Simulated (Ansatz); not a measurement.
Consider interstitial C in silicon, neutral cell. The step: several atoms move together, C the farthest; the atom moves 1.41 Å along (-0.05, -0.25, -0.05) of the unit cell; the moving atom starts with neighbours Si at 1.75, 2 Si at 1.82 Å and ends with Si at 1.75, 2 Si at 1.82 Å. A PBE band in Ansatz (plane-wave PAW, a 2×2×2 k-point mesh shifted by half a step, 64 host sites, 27 SCF runs with any check of the saddle's order, static, no finite-size correction) gives a forward barrier of 0.46 eV. The saddle point's order was not checked, and it lies on a symmetry element of the cell, where a band can be held. The charge state is imposed; whether it is stable for some Fermi level was not computed. Sites that were not tried may lie lower.

Single points at the band's start and saddle point can refine it. Rough cost of one point, in units of the band's mean SCF on the same machine:

```json
[
 {"Level": "PBE, a 3×3×3 k-point mesh shifted by half a step", "Cost of one point": "about 3"},
 {"Level": "r2SCAN at 500 eV, a 2×2×2 k-point mesh shifted by half a step", "Cost of one point": "about 2"}
]
```

**Question.** Which of these move the barrier by more than 0.1 eV, and how far does each move it?

**Answer.** PBE, a 3×3×3 k-point mesh shifted by half a step: +0.02 eV; r2SCAN at 500 eV, a 2×2×2 k-point mesh shifted by half a step: +0.15 eV. Each functional is compared with PBE at the same k-points.

Ansatz is a first-principles code.
